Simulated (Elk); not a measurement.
Band structure of LuNi2Ge2 (I4/mmm, 5 atoms in the cell).

```yaml
crystal:
  lattice:
    - [-2.02102, 2.02102, 4.90367]
    - [2.02102, -2.02102, 4.90367]
    - [2.02102, 2.02102, -4.90367]
  atoms:
    - { symbol: Lu, position: [0.00000, 0.00000, 0.00000] }
    - { symbol: Ni, position: [0.25000, 0.75000, 0.50000] }
    - { symbol: Ni, position: [0.75000, 0.25000, 0.50000] }
    - { symbol: Ge, position: [0.62709, 0.62709, 0.00000] }
    - { symbol: Ge, position: [0.37291, 0.37291, 0.00000] }
```

Computed with LDA (PW92), all-electron FP-LAPW, Elk's shipped species files, default APW+lo basis run with Elk.

Settings: swidth = 0.00367493 Ha; ngridk = 7 7 7; maxscl = 100.

The starting cell comes from a database of computed structures (which also holds hypothetical and non-ambient phases and stackings), without a prior relaxation at this level. Its lattice was rescaled by a random factor within 2.5 % of one. Spin-orbit coupling is off. Spin polarisation is off. Values depend on the basis (sphere radii, cutoffs, local orbitals), which need not be converged.

Levels in eV from the Fermi level, bands 40 to 47:
```json
[
 {"point": "Γ", "40": "-1.19", "41": "-1.19", "42": "-0.76", "43": "-0.24", "44": "1.81", "45": "1.81", "46": "2.71", "47": "3.06"},
 {"point": "X", "40": "-1.48", "41": "-1.46", "42": "-1.29", "43": "-0.53", "44": "-0.42", "45": "2.64", "46": "2.94", "47": "4.08"},
 {"point": "Y", "40": "-1.50", "41": "-1.25", "42": "-0.85", "43": "-0.52", "44": "-0.28", "45": "2.56", "46": "3.43", "47": "3.84"},
 {"point": "S", "40": "-1.78", "41": "-0.13", "42": "-0.05", "43": "-0.04", "44": "2.14", "45": "2.44", "46": "3.05", "47": "3.23"},
 {"point": "Z", "40": "-0.95", "41": "-0.74", "42": "0.44", "43": "0.55", "44": "2.40", "45": "2.76", "46": "2.76", "47": "2.96"},
 {"point": "S1", "40": "-1.78", "41": "-0.13", "42": "-0.05", "43": "-0.04", "44": "2.14", "45": "2.44", "46": "3.05", "47": "3.23"},
 {"point": "N", "40": "-1.59", "41": "-1.28", "42": "-0.12", "43": "1.35", "44": "1.44", "45": "2.40", "46": "2.70", "47": "3.12"},
 {"point": "P", "40": "-1.45", "41": "-1.43", "42": "-1.43", "43": "-0.45", "44": "-0.45", "45": "1.64", "46": "3.53", "47": "4.63"},
 {"point": "Y1", "40": "-1.50", "41": "-1.25", "42": "-0.85", "43": "-0.52", "44": "-0.28", "45": "2.56", "46": "3.43", "47": "3.84"}
]
```

Bands cross the Fermi level along this path, so the cell is metallic at this level.
